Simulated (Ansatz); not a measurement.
Consider MoTe₂ in the 2H-MoS2 type structure (space group P6_3/mmc, No. 194; a = 3.497 Å, c = 13.696 Å; layered, stacked along the Cartesian z axis).

Computed with PBE-D3(BJ) in Ansatz (plane waves to 420 eV, PAW, spin-orbit coupling left out).

For the base:

```
Quantity                                                Value
-----------------------------  ------------------------------
Smallest direct gap                                   1.03 eV
Pressure                                             0.00 GPa
Band gap                                              0.60 eV
Width of the top valence band                         1.03 eV
Gap character                  indirect, Γ → K–Γ (44 % along)
```

Perturbation: an isotropic linear strain of −1.27 %; the atoms relax in the strained cell.

Question: What happens to the smallest direct gap?

Answer: The smallest direct gap drops by 0.178 eV (1.03 eV → 0.86 eV).

Question: Estimate the effect on the pressure.

Answer: The pressure (mean of the normal stresses, compression positive) goes from zero to 2.17 GPa.

Question: How does this affect the band gap?

Answer: The band gap decreases by 0.125 eV (0.60 eV → 0.48 eV).

Question: Predict the new energy relative to the base.

Answer: The energy grows by 5.9 meV/atom.

Question: What does the calculation give for the width of the top valence band after the change?

Answer: The width of the top valence band rises by 0.02 eV to 1.05 eV.

Question: Estimate the effect on the gap character.

Answer: The gap character becomes indirect, K–Γ (81 % along) → K–Γ (44 % along) (base: indirect, Γ → K–Γ (44 % along)).

With Te present, leaving out spin-orbit coupling can change the band edges. Whether these cells are dynamically stable was not tested. The D3 term's C6 switches between coordination references near this geometry, which can add small steps to energies.

Ansatz is a quantum-chemistry and plane-wave program.
